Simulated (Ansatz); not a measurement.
## Mo: tensor shear ε_xy = +1.14 %

The reference is Mo in the bcc (W type) structure (space group Im-3m, No. 229; a = 3.130 Å; relaxed with 0.1 eV smearing). Axes: x, y, z lie along the cube axes.

The change: tensor shear ε_xy = +1.14 % (engineering shear γ = 0.0228), atoms relaxed at fixed cell.

Level of theory: PBEsol/PAW in Ansatz (an electronic-structure program), spin-orbit coupling left out. Γ-centred 29×29×29 mesh, Fermi–Dirac width 0.1 eV.

| quantity | base | changed | shift |
|---|---|---|---|
| volume per atom | 15.33 Å³ | 15.33 Å³ | 0.00 Å³ |
| space group | Im-3m (No. 229) | Fmmm (No. 69) | – |
| shortest interatomic distance | 2.711 Å | 2.690 Å | -0.021 Å |
| energy relative to the base (free energy F) | 0 meV/atom | +2.6 meV/atom | +2.6 meV/atom |
| pressure (mean of the normal stresses, compression positive) | 0.0 GPa | 0.1 GPa | +0.1 GPa |
| band gap | zero | zero | – |
| stress (xx, yy, zz, yz, xz, xy; compression positive) | – | (0.1, 0.1, 0.1, 0.0, 0.0, -2.4) GPa | – |

Final structure:

```
Mo
1.0
   -1.54714     1.54714     1.56498
    1.54714    -1.54714     1.56498
    1.58282     1.58282    -1.56498
Mo
1
Direct
  0.00000   0.00000   0.00000
```

The cells carry an imposed strain or load. Stability against distortions was not tested. All final runs are without spin polarisation.
